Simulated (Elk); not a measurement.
Elk is run on AlRu (P1, 2 atoms in the cell), and the run fails. The aim is a self-consistent single point with DFT, LDA (PW92), all-electron FP-LAPW, Elk's shipped species files, APW+lo basis with extra local orbitals.

Input:

```
tasks
  0

xctype
  3

tforce
  .true.

rgkmax
  7.5

gmaxvr
  18.0

lmaxapw
  10

lmaxo
  2

nxlo
  2

lorbcnd
  .true.

lradstp
  2

nrmtscf
  2.0

rmtscf
  0.93

lmaxi
  4

stype
  1

swidth
  0.00367493

avec
    5.6361081667    0.0000000000    0.0000000000
    0.0000000000    5.6361081667    0.0000000000
    0.0000000000    0.0000000000    5.6361081667

atoms
  2   : nspecies
  'Al.in'   : spfname
  1   : natoms; atposl, bfcmt below
  0.0047020000  0.0048360000  -0.0080050000    0.0 0.0 0.0
  'Ru.in'   : spfname
  1   : natoms; atposl, bfcmt below
  0.4952980000  0.4951640000  0.5080050000    0.0 0.0 0.0

ngridk
  5 5 5
```

Output (repeated stretches shortened):

```
│ Elk code version 10.2.4 started │

Error(readinput): lmaxo < 3 :        2
```

### Question
Read the log: what does the program object to, and what is the fix?

### Answer
The fault is angular cutoffs in an order that the program does not allow or that is too low; here the program stops on it instead of giving results. To fix it, restore the usual pair of cutoffs. The program stopped before any SCF iteration.

The sound input it was made from differs as follows (other fixes are possible):
```diff
-  2
+  8
```

With that input, the run converged in 17 iterations: total energy -129782.0392 eV; Fermi level (on the code's own zero) 11.01 eV (DFT, LDA (PW92), all-electron FP-LAPW, Elk's shipped species files, APW+lo basis with extra local orbitals).

On the sound input: the starting cell comes from a database of computed structures (which also holds hypothetical and non-ambient phases and stackings), without a prior relaxation at this level. Its atoms were displaced at random from the sites of space group no. 221. Spin polarisation is off. Values depend on the basis (sphere radii, cutoffs, local orbitals), which need not be converged. Without a gap this mesh is coarse (it stands for a supercell whose shortest vector is 15 Å).
